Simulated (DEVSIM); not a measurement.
# abrupt Si n-p junction

Structure: abrupt Si n-p junction, at 300 K.

```tsv
layer (left to right)	material	thickness (μm)	Nd (cm⁻³)	Na (cm⁻³)	τn (s)	τp (s)
1	Si	4.60	1e17	-	0.00084	0.00084
2	Si	1.10	-	1.6e17	0.00084	0.00084
```

Left contact: ohmic. Right contact: ohmic. Voltage is applied to the left contact. Recombination: SRH at mid-gap, radiative. Mobility is constant in doping.

Constants are typed, rounded textbook-type inputs, not results; the design itself was drawn at random and stands for no fabricated device. Values at 300 K.

```
parameter           Si
-------------  -------
gap (eV)         1.124
affinity (eV)     4.05
permittivity      11.7
Nc (cm⁻³)      2.86e19
Nv (cm⁻³)       3.1e19
μn (cm²/Vs)       1417
μp (cm²/Vs)        470
B (cm³/s)      4.7e-15
```

Simulated with DEVSIM: 1D drift-diffusion, Boltzmann statistics, complete ionisation; no tunnelling, impact ionisation, image-force lowering or self-heating.

Potential step across the device at zero bias: 0.842 V
Largest field in the device at zero bias: 120000 V/cm
Dark forward voltage at 1 A/cm²: 0.616 V
Dark forward voltage at 100 A/cm²: 0.738 V

Dark forward current:

```
V (V)  J (A/cm²)
-----  ---------
-0.05   -2.7e-10
-0.10    -2.1e-9
-0.15    -1.5e-8
-0.20    -1.0e-7
-0.25    -7.2e-7
-0.30    -4.9e-6
-0.35    -3.4e-5
-0.40   -0.00024
-0.45    -0.0016
-0.50     -0.011
-0.55     -0.078
-0.60      -0.54
-0.65       -3.7
-0.70        -25
-0.75       -160
-0.80       -740
-0.85      -2200
```
